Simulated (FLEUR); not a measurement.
Worked example: self-consistent single point of Ca (Fm-3m, 1 atom in the cell) in FLEUR.

Level of theory: PBE, all-electron FLAPW (FLEUR), scalar-relativistic valence.

The change in words: lattice scaled by 0.98. Reference geometry:
```xyz
1
Lattice="0.0000 2.8528 2.8528 2.8528 0.0000 2.8528 2.8528 2.8528 0.0000" Properties=species:S:1:pos:R:3 pbc="T T T"
Ca     0.0000     0.0000     0.0000
```

Reference input (self-consistent single point, DFT, PBE, all-electron FLAPW (FLEUR), scalar-relativistic valence): Kmax = 4 1/bohr; GmaxXC = 20 1/bohr; xcFunctional = pbe; jspins = 1; l_soc = F; mode = gauss; fermiSmearingEnergy = 0.00999582 Htr; mesh (inpgen div1-3) = 10 10 10; inpgen gamma flag = true; Gmax = 20 1/bohr; numbands = 0; maxIterBroyd = 99. This run's input differs from it in these lines:

```diff
@@ -4,5 +4,5 @@
 0.0000000000 0.7071067812 0.7071067812
-0.7071067812 0.0000000000 0.7071067812
-0.7071067812 0.7071067812 -0.0000000000
-7.6240992248
+0.7071067812 -0.0000000000 0.7071067812
+0.7071067812 0.7071067812 0.0000000000
+7.4716184162
 1.0 1.0 1.0
@@ -42,5 +42,5 @@
          <bravaisMatrix>
-            <row-1>    0.0000000000000000     5.3910522623977437     5.3910522623977437</row-1>
-            <row-2>    5.3910522623977437     0.0000000000000000     5.3910522623977437</row-2>
-            <row-3>    5.3910522623977437     5.3910522623977437     0.0000000000000000</row-3>
+            <row-1>    0.0000000000000000     5.2832320486338240     5.2832320486338240</row-1>
+            <row-2>    5.2832320486338240     0.0000000000000000     5.2832320486338240</row-2>
+            <row-3>    5.2832320486338240     5.2832320486338240     0.0000000000000000</row-3>
          </bravaisMatrix>
```

Output (repeated stretches shortened):

```
 Iteration:     1   Distance:       1.85356465 me/bohr^3
 Iteration:     2   Distance:       1.75288433 me/bohr^3
 Iteration:     3   Distance:       0.63335167 me/bohr^3
 Iteration:     4   Distance:       0.18248378 me/bohr^3
 Iteration:     5   Distance:       0.10972743 me/bohr^3
   [... 2 lines left out ...]
 Iteration:     8   Distance:       0.00024885 me/bohr^3
 Iteration:     9   Distance:       0.00016640 me/bohr^3
 Iteration:    10   Distance:       0.00001398 me/bohr^3
 Iteration:    11   Distance:       0.00000078 me/bohr^3
 Run finished successfully
 Stop message:
   Structural relaxation: Done

[file out, last iteration]
             iter=     12
[...]
          total density-effective poten   -1.0840405878E+03
          total charge density-energy d   -3.6121608697E+01
 Updated energy parameters for spin:           1
[...]
 fermi energy and band-weighting factors:
    0.247107

[...]
FERMIE:
          first approx. to ef    (T=0)  :   0.126255 htr   (energy of the highest occ. eigenvalue)
          number of occ. states  (T=0)  :        236
          first approx. to seigv (T=0)  :  -7.022188 htr
          sum of weights of occ. states :   5.016000
          sum of semicore charge        :   0.000000 e
          fermi energy=   0.12542 har   work function=  -3.41284 ev
          number of valence electrons=  10.00000
   [... lines left out ...]
          total moment                 =     0.00000
 Direct bandgap for spin            1 :    5.3099777764250011E-003  Htr
   [... lines left out ...]
 ---->    (input%tkb*entropy) TS=              0.0000000000 htr
 ---->    free energy=                      -680.3985498145 htr
      extrapolation for T->0
 ---->    total electron energy=            -680.3985498145 htr
 ***** TOTAL FORCES ON ATOMS *****
 TOTAL FORCE FOR ATOM TYPE=  1  X=  0.000   Y=  0.000   Z=  0.000
                       FX_TOT= 0.000000 FY_TOT= 0.000000 FZ_TOT= 0.000000
 Structural relaxation: Done
```

The run converged in 11 iterations. FLEUR gives forces in its relaxation mode, with a further iteration, so its stop message speaks of a relaxation. Against the reference run the total energy falls by 18.2 meV/atom.

The starting cell comes from a database of computed structures (which also holds hypothetical and non-ambient phases and stackings), without a prior relaxation at this level. Its lattice was rescaled by a random factor within 2.5 % of one. For this run, on top of that: lattice scaled by 0.98. Values depend on the basis (sphere radii, cutoffs, local orbitals), which need not be converged. The log's line on a gap gives a spacing of levels on this mesh, which the program prints for metals too.

Cost on one core of a shared machine: roughly 40 s.
